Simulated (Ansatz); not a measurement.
Results of LDA in Ansatz (PAW) for SrLi₂Nb₂O₇ (Cmcm, No. 63, 24 atoms in the cell; start mp-557857).

Settings: plane-wave cutoff 520 eV, 6×6×6 k mesh, Fermi–Dirac smearing 0.01 eV, no spin polarisation, scalar-relativistic PAW data made under PBE.

Cell (relaxed with PBEsol):

```cif
data_Li4Nb4O14Sr2
_chemical_formula_sum 'Li4 Sr2 Nb4 O14'
_space_group_name_H-M_alt 'P 1'
_space_group_IT_number 1
_cell_length_a 9.40766
_cell_length_b 9.40766
_cell_length_c 5.56970
_cell_angle_alpha 90.000
_cell_angle_beta 90.000
_cell_angle_gamma 34.531
loop_
_space_group_symop_operation_xyz
  'x, y, z'
loop_
_atom_site_label
_atom_site_type_symbol
_atom_site_fract_x
_atom_site_fract_y
_atom_site_fract_z
_atom_site_occupancy
Li1 Li 0.73789 0.73789 0.50000 1
Li2 Li 0.26211 0.26211 0.50000 1
Li3 Li 0.26211 0.26211 0.00000 1
Li4 Li 0.73789 0.73789 0.00000 1
Sr1 Sr 0.25538 0.74462 0.75000 1
Sr2 Sr 0.74462 0.25538 0.25000 1
Nb1 Nb 0.13032 0.63891 0.25000 1
Nb2 Nb 0.86968 0.36109 0.75000 1
Nb3 Nb 0.63891 0.13032 0.75000 1
Nb4 Nb 0.36109 0.86968 0.25000 1
O1 O 0.38343 0.38343 0.50000 1
O2 O 0.61657 0.61657 0.50000 1
O3 O 0.61657 0.61657 0.00000 1
O4 O 0.38343 0.38343 0.00000 1
O5 O 0.09400 0.09400 0.00000 1
O6 O 0.90600 0.90600 0.00000 1
O7 O 0.90600 0.90600 0.50000 1
O8 O 0.09400 0.09400 0.50000 1
O9 O 0.00224 0.43469 0.75000 1
O10 O 0.99776 0.56531 0.25000 1
O11 O 0.43469 0.00224 0.25000 1
O12 O 0.56531 0.99776 0.75000 1
O13 O 0.29822 0.70178 0.25000 1
O14 O 0.70178 0.29822 0.75000 1
```

### Question
Estimate the band gap and Γ–Γ gap that the calculation returns.

### Answer

band gap: 1.79 eV
Γ–Γ gap: 1.84 eV

Note: cell and atoms aren't relaxed at this level (pressure -4.7 GPa).

Spin–orbit coupling is not included.

A start named mp-… is a Materials Project structure, which need not be a measured phase.

Ansatz is a first-principles code.
